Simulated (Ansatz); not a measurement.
Input and output of a self-consistent single point for Ag (Im-3m, 1 atom in the cell) (Ansatz, an electronic-structure program).

Method of the run: LDA (PW92), default PAW files made with PBE (plane waves; Ansatz).

The change in words: lattice scaled by 0.98; basis.ecutwfc: 30.9 Ry → 10.7 Ry. Reference geometry:
```xyz
1
Lattice="-1.6639 1.6639 1.6639 1.6639 -1.6639 1.6639 1.6639 1.6639 -1.6639" Properties=species:S:1:pos:R:3 pbc="T T T"
Ag     0.0000     0.0000     0.0000
```

Reference input (self-consistent single point, DFT, LDA (PW92), plane waves, default PAW files made with PBE): basis.ecutwfc = 30.9 Ry; kpoints.mp_grid.grid = 14 14 14; hamiltonian.xc = lda; hamiltonian.pseudopotentials = {kind: paw} (the program's default PAW files); scf.occupations.method = fermi_dirac; scf.occupations.width = 0.0073 Ry. This run's input differs from it in these lines:

Ansatz 0.2 input:
```diff
@@ -2,5 +2,5 @@
   lattice:
-    - [-1.66393300, 1.66393300, 1.66393300]
-    - [1.66393300, -1.66393300, 1.66393300]
-    - [1.66393300, 1.66393300, -1.66393300]
+    - [-1.63065400, 1.63065400, 1.63065400]
+    - [1.63065400, -1.63065400, 1.63065400]
+    - [1.63065400, 1.63065400, -1.63065400]
   atoms:
@@ -8,3 +8,3 @@
 basis:
-  ecutwfc: 30.9 Ry
+  ecutwfc: 10.7 Ry
 kpoints:
```

The program printed (abridged):

```
SCF iter   1: F=—  HF=-7407.066611 eV  |F-HF|=—  |Δ(HF+E_count)|=         —  Δρ=6.05e-1  dr2=4.21e1  ethr=1.77e-3  ⟨swp⟩=4.0  Hψ=6122  notcnv=0
all-band conjugate gradients solve this SCF's bands
preconditioner: auto → none
SCF iter   2: F=—  HF=-7391.025582 eV  |F-HF|=—  |Δ(HF+E_count)|=    1.60e1  Δρ=2.91e-1  dr2=9.52e0  ethr=1.77e-3  ⟨swp⟩=2.0  Hψ=3730  notcnv=0  defer=15
   [... lines left out ...]
SCF iter   5: F=—  HF=-7385.941375 eV  |F-HF|=—  |Δ(HF+E_count)|=   5.44e-3  Δρ=1.08e-3  dr2=2.23e-4  ethr=1.02e-4  ⟨swp⟩=2.3  Hψ=1968  notcnv=0  defer=18
SCF iter   6: F=—  HF=-7385.941288 eV  |F-HF|=—  |Δ(HF+E_count)|=   8.69e-5  Δρ=1.45e-4  dr2=4.05e-6  ethr=1.17e-6  ⟨swp⟩=2.4  Hψ=1953  notcnv=0  defer=18
SCF iter   7: F=—  HF=-7385.941287 eV  |F-HF|=—  |Δ(HF+E_count)|=   1.24e-6  Δρ=6.17e-7  dr2=2.30e-11  ethr=5.26e-10  ⟨swp⟩=3.1  Hψ=5218  notcnv=0
SCF iter   8: F=-7385.941287 eV  HF=-7385.941287 eV  |F-HF|=9.09e-13  |Δ(HF+E_count)|=  1.73e-11  Δρ=2.99e-8  dr2=1.65e-13  ethr=1.00e-12  ⟨swp⟩=1.0  Hψ=3314  notcnv=0
SCF 1 converged in 8 iterations: F = -7385.941287 eV  dr2 = 1.65e-13
Free energy (F): -7385.941287 eV
Internal energy: -7385.932377 eV  (E = F + TS)
E sigma→0 (E₀):  -7385.936832 eV
Entropy (-TS):   -0.008910 eV (-8.910 meV/atom)
Fermi energy:    17.050374 eV
--- Forces (eV/Å), atoms counted from 1 ---
  atom   1  Ag    -0.00000000     0.00000000     0.00000000
--- Stress (GPa, compression-positive) ---
      -57.156425      -0.000000      -0.000000
       -0.000000     -57.156425       0.000000
       -0.000000       0.000000     -57.156425
  P = ⅓ Tr σ = -57.1564 GPa (-571.564 kbar)
  The stress holds the Pulay correction. Without it, at fixed plane waves, as pw.x and ABINIT print it: P = -2217.1513 GPa
```

The run converged in 8 iterations. Against the reference run the free energy goes up by 72.1 eV/atom and the pressure goes from -12.25 to -57.16 GPa.

The starting cell comes from a database of computed structures (which also holds hypothetical and non-ambient phases and stackings), without a prior relaxation at this level. Its lattice was rescaled by up to half a per cent. For this run, on top of that: lattice scaled by 0.98. Ansatz's pressure includes its estimate of the finite-basis (Pulay) stress. Without the estimate this run gives -2217.15 GPa. The cutoff lies below the one recommended for these files.
